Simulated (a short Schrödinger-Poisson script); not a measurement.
## MOS inversion layer, HfO2 on p-type Ge(111)

System: MOS inversion layer, HfO2 on p-type Ge(111), at 300 K.

```tsv
layer	material	thickness (nm)	Na (cm⁻³)
1	HfO2	4.6	-
2	Ge	350	1.4e18
```

The device is made up for the run: typed textbook-type constants, with dimensions and the other settings drawn at random. HfO2: permittivity 22, conduction-band edge (eV) 1.5, gap (eV) 5.7, electron mass (mₑ) 0.2. Ge: permittivity 16, conduction-band edge (eV) 0, gap (eV) 0.664, Nv at 300 K (cm⁻³) 6e18.

Channel valleys (confinement mass, in-plane density-of-states mass, number): L1 1.59, 0.08, 1; L3 0.09, 0.34, 3. At the gate the conduction-band edge of layer 1 lies 1.59 eV − eVg above the Fermi level of the channel; the field vanishes at the back. Gaps are held at their typed values at every temperature. Mesh 0.03 nm at interfaces.

From a short Schrödinger-Poisson script (our own, NumPy): 1D Poisson equation in equilibrium, electrons quantum, Hartree (BenDaniel-Duke, 12 states a valley, the channel's in-plane mass for all, wave functions ending at the dielectric), parabolic valleys, classical holes, full ionisation, no traps, pinning or gate leakage.

```
Vg (V)  electrons (cm⁻²)  C (μF/cm²)  L1 E0 (meV)  L1 E1 (meV)  L3 E0 (meV)  L3 E1 (meV)
------  ----------------  ----------  -----------  -----------  -----------  -----------
-0.05             5.54e6       0.581        319.3        367.4        419.4        524.0
0                 2.52e7       0.552        278.8        329.2        383.9        495.7
0.05              1.18e8       0.528        237.8        290.3        347.6        465.9
0.1               5.67e8       0.508        196.4        250.9        310.5        434.8
0.15              2.76e9       0.499        154.7        211.0        272.8        402.7
0.2              1.35e10       0.527        113.1        171.1        235.0        369.9
0.25             6.19e10       0.700         72.6        132.4        198.2        337.8
0.3              2.28e11        1.14         36.7         98.3        166.0        309.5
0.35             5.80e11        1.64          8.3         71.8        141.3        287.8
0.4              1.09e12        1.97        -14.0         51.7        123.0        271.8
0.45             1.69e12        2.17        -32.4         35.7        108.8        259.6
0.5              2.36e12        2.31        -48.6         22.3         97.3        249.8
0.55             3.07e12        2.41        -63.1         10.6         87.6        241.8
0.6              3.81e12        2.48        -76.6          0.3         79.4        235.1
0.65             4.58e12        2.54        -89.2         -9.0         72.2        229.5
0.7              5.37e12        2.59       -101.3        -17.6         65.8        224.8
0.75             6.17e12        2.63       -112.8        -25.5         60.2        220.7
0.8              6.99e12        2.67       -123.8        -33.0         55.1        217.1
0.85             7.82e12        2.70       -134.6        -40.0         50.4        214.1
0.9              8.66e12        2.73       -145.1        -46.7         46.1        211.4
0.95             9.51e12        2.75       -155.3        -53.2         42.2        209.0
```

Subbands count from the Fermi level.

Only the L valleys are kept; under strong confinement the Δ valleys of Ge fill too.
